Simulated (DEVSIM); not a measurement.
Structure: abrupt GaAs n-p junction, at 300 K.

Layer 1 from the left is GaAs, thickness (μm) 46.0, Nd (cm⁻³) 5.1e15, τn (s) 3.1e-10, τp (s) 3.1e-10. Layer 2 from the left is GaAs, thickness (μm) 0.340, Na (cm⁻³) 2.7e16, τn (s) 3.1e-10, τp (s) 3.1e-10.

Left contact: ohmic. Right contact: ohmic. Voltage is applied to the left contact. Recombination: SRH at mid-gap, radiative, Auger. Mobility is μmin + (μ − μmin)/(1 + (N/Nref)^α).

Constants are typed, rounded textbook-type inputs, not results; the design itself was drawn at random and stands for no fabricated device. Values at 300 K.

GaAs: gap (eV) 1.424, affinity (eV) 4.07, permittivity 12.9, Nc (cm⁻³) 4.7e17, Nv (cm⁻³) 9e18, μn (cm²/Vs) 8500, μp (cm²/Vs) 400, μn,min 500, μp,min 20, Nref,n 6e16, Nref,p 1.5e17, αn 0.39, αp 0.38, B (cm³/s) 2e-10, Cn (cm⁶/s) 1e-30, Cp (cm⁶/s) 1e-30.

### Question
Estimate by hand the built-in potential, the peak field at zero bias, the capacitance at 6 V, and compare with a numerical solution.

### Answer

- Built-in potential: ni = √(Nc Nv) exp(−Eg/2kT) = 2250000 cm⁻³ with Eg = 1.424 eV; Vbi = kT/q ln(Na Nd/ni²) = 1.157 V; numerical 1.157 V.
- Peak field at zero bias: depletion approximation: W = √(2εVbi/(qN)) = 0.620 μm with N = 4.29e15 cm⁻³; field = 2Vbi/W = 37300 V/cm; numerical 36500 V/cm (estimate above by 2.3 %).
- Capacitance at 6 V: C = √(qεN / 2(Vbi + |V|)) = 7.41 nF/cm²; numerical 7.43 nF/cm².

Simulated with DEVSIM: 1D drift-diffusion, Boltzmann statistics, complete ionisation; no tunnelling, impact ionisation, image-force lowering or self-heating.
